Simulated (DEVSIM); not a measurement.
Device: abrupt Si p-n junction, at 400 K.

Layer 1 from the left is Si, thickness (μm) 0.100, Na (cm⁻³) 5.5e17, τn (s) 3.1e-5, τp (s) 3.1e-5. Layer 2 from the left is Si, thickness (μm) 0.370, Nd (cm⁻³) 2.7e15, τn (s) 3.1e-5, τp (s) 3.1e-5.

Left contact: ohmic. Right contact: ohmic. Voltage is applied to the left contact. Recombination: SRH at mid-gap, radiative, Auger. Mobility is μmin + (μ − μmin)/(1 + (N/Nref)^α).

This is a model device: material constants are rounded textbook-type values typed into the input, and sizes, dopings and lifetimes were drawn at random. Values at 300 K; Nc and Nv go as T^1.5, mobilities as T to minus their exponent, the gap by Varshni's rule with the affinity fixed.

Si: gap (eV) 1.124, affinity (eV) 4.05, permittivity 11.7, Nc (cm⁻³) 2.86e19, Nv (cm⁻³) 3.1e19, μn (cm²/Vs) 1417, μp (cm²/Vs) 470, μn,min 52, μp,min 45, Nref,n 9.7e16, Nref,p 2.2e17, αn 0.68, αp 0.72, T exponent of μn 2.3, T exponent of μp 2.2, B (cm³/s) 4.7e-15, Cn (cm⁶/s) 2.8e-31, Cp (cm⁶/s) 9.9e-32, Varshni α (eV/K) 0.000473, Varshni β (K) 636.

Simulated with DEVSIM: 1D drift-diffusion, Boltzmann statistics, complete ionisation; no tunnelling, impact ionisation, image-force lowering or self-heating.

Q: What does the simulation give for the dark forward voltage at 100 A/cm², the dark forward voltage at 1 A/cm², the largest field in the device at zero bias?

A: dark forward voltage at 100 A/cm² 0.418 V; dark forward voltage at 1 A/cm² 0.215 V; largest field in the device at zero bias 50000 V/cm.
